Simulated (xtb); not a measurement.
xtb 6.7.1, GFN2-xTB: C[Si](C)(O)c1cc[c]([Ge]([Cl])([Cl])[Cl])cc1, 25 atoms. The geometry is a generated start, not checked to be a minimum at this level.

| Quantity | Value |
|---|---|
| method | GFN2-xTB |
| --acc | 1 (default) |
| --etemp (K) | 300 (default) |
| detailed input (--input) | none: ANC optimiser, Lindh (1995) Hessian, microcycle=20, maxdispl=1.0, hlow=0.01 (default) |
| basis functions | 97 |
| valence electrons | 78 |

```xyz
25

Si    -2.2212    -0.1787    -0.0443
C     -2.7098    -0.0092     1.7916
C     -2.9524     1.1939    -1.1288
O     -2.8139    -1.5504    -0.6970
C     -0.3219    -0.1522    -0.1211
C      0.4216    -1.3275    -0.1574
C      1.8046    -1.3080    -0.1813
C      2.4752    -0.0957    -0.1719
C      1.7568     1.0888    -0.1430
C      0.3751     1.0524    -0.1162
Ge     4.4757    -0.0732    -0.1602
Cl     5.2990    -1.4626    -1.5644
Cl     5.2677     1.8583    -0.6203
Cl     5.2389    -0.6236     1.7658
H     -3.7638     0.2354     1.8956
H     -2.5356    -0.9354     2.3352
H     -2.1425     0.7706     2.2903
H     -4.0255     1.0675    -1.2296
H     -2.5252     1.1801    -2.1263
H     -2.7738     2.1757    -0.7032
H     -2.7110    -2.4114    -0.3021
H     -0.0887    -2.2796    -0.1702
H      2.3639    -2.2340    -0.2072
H      2.2801     2.0356    -0.1420
H     -0.1735     1.9832    -0.0922
```

The structure is relaxed from this start with --opt LEVEL for the levels crude, sloppy, loose, lax, normal, tight, vtight, extreme, once each. Up to the end of the extreme run atoms move by at most 1.1 Å along an axis.

Task: Which level is enough to come within 1 meV of the tightest end point?

Result: tight: 48 cycles against 68, ending 0.26 meV above.

```csv
level,cycles,energy above the extreme run (meV),gradient norm (eV/Å)
crude,1,25,0.17
sloppy,1,25,0.17
loose,1,25,0.17
lax,14,14,0.11
normal,32,1.9,0.030
tight,48,0.26,0.016
vtight,68,under 0.01,0.0022
extreme,68,—,0.0022
```
